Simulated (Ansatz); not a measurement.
The starting structures come from a database of crystals and need not be the phases stable at ambient conditions.

Tunnelling through a barrier is set by its complex band structure: the current falls as exp(−2κd) with the smallest κ.

Data:

```yaml
crystal:
  lattice:
    - [6.05421, 0.00000, 0.00000]
    - [0.00000, 8.93687, 0.00000]
    - [0.00000, -4.46844, 7.73956]
  atoms:
    - { symbol: K, position: [0.00000, 0.00000, 0.64947] }
    - { symbol: K, position: [0.00000, 0.35053, 0.35053] }
    - { symbol: K, position: [0.00000, 0.64947, 0.00000] }
    - { symbol: K, position: [0.50000, 0.00000, 0.31524] }
    - { symbol: K, position: [0.50000, 0.68476, 0.68476] }
    - { symbol: K, position: [0.50000, 0.31524, 0.00000] }
    - { symbol: Se, position: [0.80103, 0.00000, 0.00000] }
    - { symbol: Se, position: [0.19897, 0.00000, 0.00000] }
    - { symbol: Se, position: [0.69998, 0.66667, 0.33333] }
    - { symbol: Se, position: [0.30002, 0.66667, 0.33333] }
    - { symbol: Se, position: [0.69998, 0.33333, 0.66667] }
    - { symbol: Se, position: [0.30002, 0.33333, 0.66667] }
```

Space group of this cell: P-62m. The cell is taken as given; by PBEsol its mean pressure is -0.6 GPa.

Transport runs along the normal of the first two printed cell vectors, the (100) plane of the conventional cell.

The gap is the functional's own, uncorrected, and κ follows it; spin-orbit coupling is left out. Mid-gap values are interpolated between the computed energies.

Problem. State the band gap and the smallest decay constant κ at mid-gap according to PBEsol (Ansatz, a first-principles code).

Solution. Gap 0.67 eV on a 6×4×4 mesh; κ = 0.275 1/Å, at (0.500, 0.000) of the in-plane reciprocal vectors. At the zone centre, at the nearest computed energy, the slowest state has κ = 0.34 1/Å.
